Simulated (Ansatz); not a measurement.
## KMgF3: energy against volume

KMgF3 (cubic perovskite, Pm-3m, 13.327 Å³/atom and stress up to 0.01 GPa in the relaxed cell, cube axes along x, y and z) under hydrostatic pressure, with the cell free. PBE in Ansatz, a plane-wave DFT program (PAW, default set), 420 eV, 8×8×8 Γ-centred mesh, Fermi-Dirac smearing 0.05 eV; ions are relaxed, or left where forces stay under 0.02 eV/Å, within the symmetry of each cell.

Here V stands for volume and E for E less E0.

```csv
volume (Å³/atom),E less E0 (meV/atom),pressure (GPa)
13.7638,2.78,-1.98
13.5349,0.65,-0.99
13.3267,0.00,0.01
13.2689,0.09,0.30
13.1918,0.31,0.70
13.0443,1.32,1.50
12.7898,4.88,2.99
12.4865,?,?
```

**Question.** Fit E against V with the third-order Birch-Murnaghan form, a cubic in V^(-2/3), and predict the withheld value at V = 12.4865.

**Answer.** With u = V^(-2/3) - 0.1784, the rows have u = -0.0042830, -0.0023254, -0.0004963, 0.0000199, 0.0007145, 0.0020622, 0.0044483. Least squares gives E = 0.066 + 204.1·u + 196436·u² + 204150·u³. Residuals (row less fit): 0.001, -0.001, -0.013, 0.020, -0.002, -0.004, 0.001; standard error 0.014 (degrees of freedom: 3). Its minimum lies at u = -0.0005199, so V0 = (0.1778801)^(-3/2) = 13.33. There d²E/du² = 392200 and d³E/du³ = 1225000, so B0 = (4/9) × 13.33^(-7/3) × 392200 × 0.160218 = 66.3 GPa (the last factor turns the table's units into GPa), and B0' = 4 + (2/3) × 0.1778801 × (1225000)/392200 = 4.4. B0' rests on the cubic coefficient alone and has a standard error of 0.6 from these residuals. At the withheld row, u = 0.0073974, so E = 0.066 + 204.1 × 0.0073974 + 196436 × 0.0073974² + 204150 × 0.0073974³ = 12.408 meV/atom. The calculation gives 12.42 meV/atom, 0.012 meV/atom above the prediction (0.1 % of the range of E in the table). The row lies outside the fitted rows, so this is an extrapolation. From the scatter of the fitted rows alone, a prediction at this place has a standard error of 0.099 meV/atom, so the miss is 0.1 times that.

The primitive cell can neither tilt nor turn polar against its symmetry, as such crystals can under strain. Other structures, which can take over under pressure, weren't tried. The same form fitted to the pressure column gives B0' = 4.4; series where the two differ by over 0.4 aren't shown. Rows are the converged runs of the series near zero and its far end, less any whose ions stayed unrelaxed beside relaxed ones; series whose fitted rows scatter by over a few per cent of the range, as at a crossing or softening among them, aren't shown in this form.
